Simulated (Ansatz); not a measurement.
For MoP (model structure, started from the WC type, P-6m2, No. 187, 2 atoms in the cell), LDA (PAW; Ansatz, a program for electronic structure) gives:

| Item | Result |
|---|---|
| lattice constant a | 3.191 Å |
| lattice parameter c | 3.157 Å |
| bulk modulus | 242 GPa |
| cohesive energy | 7.04 eV/atom |

Problem. What does PBEsol in Ansatz (PAW) give for the same quantities?

Solution. 
- lattice constant a: 3.206 Å (goes up by 0.5 %)
- lattice parameter c: 3.174 Å (rises by 0.5 %)
- bulk modulus: 234 GPa (shrinks by 3.3 %)
- cohesive energy: 6.28 eV/atom (shrinks by 0.76 eV/atom)

Changes are worked out from the printed values.

Unless a cell is named, each level is at its own relaxed cell (LDA 13.92, PBEsol 14.13 Å³/atom).

Caveats: the bulk modulus is −V dP/dV from two relaxed cells at ±2 % in volume (LDA, PBEsol). Ansatz's density-functional and Hartree–Fock values are scalar-relativistic unless marked +SOC, with PAW data made under PBE.

A model structure was made by putting elements into a prototype or built by hand; it is no filed structure, need not be a known phase, and can be a saddle point held by its symmetry.
